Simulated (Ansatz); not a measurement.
Consider the following.

```
CELL_PARAMETERS angstrom
      4.21190     0.00000     0.00000
      0.00000     4.21190     0.00000
      2.10595    -2.10595     2.92029
ATOMIC_POSITIONS crystal
  Ca 0.00000 0.00000 0.00000
  Se 0.50000 0.50000 0.00000
```

No spin polarisation.

Level of theory: plane-wave PAW DFT at the PBEsol level (Ansatz, a first-principles code, 420 eV), without spin-orbit coupling. k-mesh 10×10×10 (Γ-centred); smearing 0.05 eV (Fermi–Dirac).

Task: What electron mass does the calculation give?

Result: 1.4 mₑ along k, 0.28 mₑ across (at X).

Task: What space group does the calculation give?

Result: I4/mmm (No. 139).

Task: What mean in-plane stress (compression positive) does the calculation give?

Result: -1.8 GPa.

The levels and masses belong to the bands next to the band gap. The cells carry an imposed strain or load. Masses are band curvatures over ±0.01 Å⁻¹ around the edge. Along k means along the line from Γ to the band edge. Whether these cells are dynamically stable was not tested. The cell was made from CaSe in the rock salt structure (space group Fm-3m, No. 225) by this change: biaxial strain +1.50 %, plane normal [001], relaxed out of plane.
